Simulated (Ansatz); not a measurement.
Ansatz (an electronic-structure program) run on NaAu2 (R3m, 6 atoms in the cell): self-consistent single point.

Level of theory: PBEsol, default PAW files made with PBE (plane waves; Ansatz).

```
CELL_PARAMETERS angstrom
      0.00000     3.93288     3.93288
      3.93288     0.00000     3.93288
      3.93288     3.93288     0.00000
ATOMIC_POSITIONS crystal
  Na 0.75367 0.75367 0.75367
  Na 0.50000 0.50000 0.50000
  Au 0.12500 0.62500 0.12500
  Au 0.12500 0.12500 0.12500
  Au 0.62500 0.12500 0.12500
  Au 0.12500 0.12500 0.62500
```

Reference input (self-consistent single point, DFT, PBEsol, plane waves, default PAW files made with PBE): basis.ecutwfc = 420 eV; kpoints.mp_grid.grid = 7 7 7; hamiltonian.xc = pbesol; hamiltonian.pseudopotentials = {kind: paw} (the program's default PAW files); scf.occupations.method = fermi_dirac; scf.occupations.width = 0.1 eV. This run's input differs from it in these lines:

Ansatz 0.2 input:
```diff
@@ -16,3 +16,3 @@
 kpoints:
-  mp_grid: { grid: [7, 7, 7] }
+  mp_grid: { grid: [12, 12, 12] }
 hamiltonian:
@@ -21,3 +21,3 @@
 scf:
-  occupations: { method: fermi_dirac, width: 0.1 }
+  occupations: { method: methfessel_paxton, width: 0.1 }
 output:
```

Output (repeated stretches shortened):

```
SCF iter   1: F=—  HF=-54982.022795 eV  |F-HF|=—  |Δ(HF+E_count)|=         —  Δρ=3.89e-3  dr2=1.75e-2  ethr=1.77e-3  ⟨swp⟩=6.0  Hψ=37610  notcnv=0  defer=287
all-band conjugate gradients solve this SCF's bands
preconditioner: auto → LDOS
SCF iter   2: F=—  HF=-54982.023053 eV  |F-HF|=—  |Δ(HF+E_count)|=   2.58e-4  S|Δr|=    0.00e0  Δρ=3.09e-3  dr2=8.80e-3  ethr=1.86e-5  ⟨swp⟩=2.3  Hψ=19614  notcnv=0  defer=357
SCF iter   3: F=—  HF=-54982.019947 eV  |F-HF|=—  |Δ(HF+E_count)|=   3.11e-3  S|Δr|=    0.00e0  Δρ=4.25e-4  dr2=2.99e-4  ethr=9.37e-6  ⟨swp⟩=2.1  Hψ=17140  notcnv=0  defer=357
SCF iter   4: F=—  HF=-54982.019889 eV  |F-HF|=—  |Δ(HF+E_count)|=   5.74e-5  S|Δr|=    0.00e0  Δρ=1.09e-4  dr2=1.06e-5  ethr=3.18e-7  ⟨swp⟩=2.0  Hψ=14571  notcnv=0  defer=357
SCF iter   5: F=—  HF=-54982.019945 eV  |F-HF|=—  |Δ(HF+E_count)|=   5.52e-5  S|Δr|=    0.00e0  Δρ=3.09e-5  dr2=1.43e-6  ethr=1.13e-8  ⟨swp⟩=2.3  Hψ=16967  notcnv=0  defer=357
SCF iter   6: F=-54982.019944 eV  HF=-54982.019944 eV  |F-HF|=1.03e-8  |Δ(HF+E_count)|=   2.70e-7  S|Δr|=    0.00e0  Δρ=5.38e-6  dr2=3.47e-8  ethr=1.06e-10  ⟨swp⟩=8.8  Hψ=53874  notcnv=0
SCF 1 converged in 6 iterations: F = -54982.019944 eV  dr2 = 3.47e-8
Stability not checked (fill_not_monotonic)
Free energy (F): -54982.019944 eV
Internal energy: -54982.018065 eV  (E = F + TS)
E sigma→0 (E₀):  -54982.019474 eV
Entropy (-TS):   -0.001880 eV (-0.313 meV/atom)
Fermi energy:    12.524829 eV
--- Forces (eV/Å), atoms counted from 1 ---
  atom   1  Na    -0.04666212    -0.04666212    -0.04666212
  atom   2  Na     0.01256288     0.01256288     0.01256288
  atom   3  Au     0.00837657     0.01820353     0.00837657
  atom   4  Au    -0.00088178    -0.00088178    -0.00088178
  atom   5  Au     0.01820353     0.00837657     0.00837657
  atom   6  Au     0.00837657     0.00837657     0.01820353
--- Stress (GPa, compression-positive) ---
       -1.996574      -0.001081      -0.001081
       -0.001081      -1.996574      -0.001081
       -0.001081      -0.001081      -1.996574
  P = ⅓ Tr σ = -1.9966 GPa (-19.966 kbar)
  The stress holds the Pulay correction. Without it, at fixed plane waves, as pw.x and ABINIT print it: P = -2.0245 GPa
```

The run converged in 6 iterations. Against the reference run the free energy rises by 11.1 meV/atom, the pressure goes from -2.10 to -2.00 GPa and the largest force stays at 0.081 eV/Å.

The starting cell comes from a database of computed structures (which also holds hypothetical and non-ambient phases and stackings), without a prior relaxation at this level. Its lattice was rescaled by up to half a per cent. One atom was moved a little off its site on purpose. Spin-orbit coupling is off. Ansatz's pressure includes its estimate of the finite-basis (Pulay) stress.

Cost on one core of a shared machine: roughly 2 min.
